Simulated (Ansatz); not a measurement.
**Si (diamond structure), cut as [110] fin, 5.33 nm by 1.55 nm, 4 periods a cell, F-ended**

Cell contents Si704F184 (888 atoms). Vacuum separates the object from its periodic images.

All values below come from PBE, support functions at accuracy medium on the grid of 420 eV (PAW; Ansatz, a program for electronic structure).

Basis: localised support functions (accuracy medium) on a full density matrix. k-points: zone centre alone; occupations: fixed; spin polarisation not allowed. Spin-orbit coupling is left out.

 The period along the axis is held at the bulk value.

```yaml
electronic_character: not metallic
gap at the zone centre of the supercell (an upper bound where the edges lie off it): 0.85 eV
depth_of_the_highest_filled_level_under_the_vacuum_level: 6.37 eV
depth_of_the_lowest_empty_level_under_the_vacuum_level: 5.52 eV
weight_of_the_highest_filled_level_on_the_ending_and_the_atoms_that_carry_it: 0.26
weight_of_the_lowest_empty_level_on_the_ending_and_the_atoms_that_carry_it: 0.05
change_of_bonding_against_the_cut: none
number of neighbours within 2.838 Å (ending not counted): 3 for 184 atoms, 4 for 520 atoms
mean Si-Si distance (least to greatest): 2.367 Å (2.347 to 2.435)
cost_of_relaxation_and_final_run: roughly 6 core-hours
```
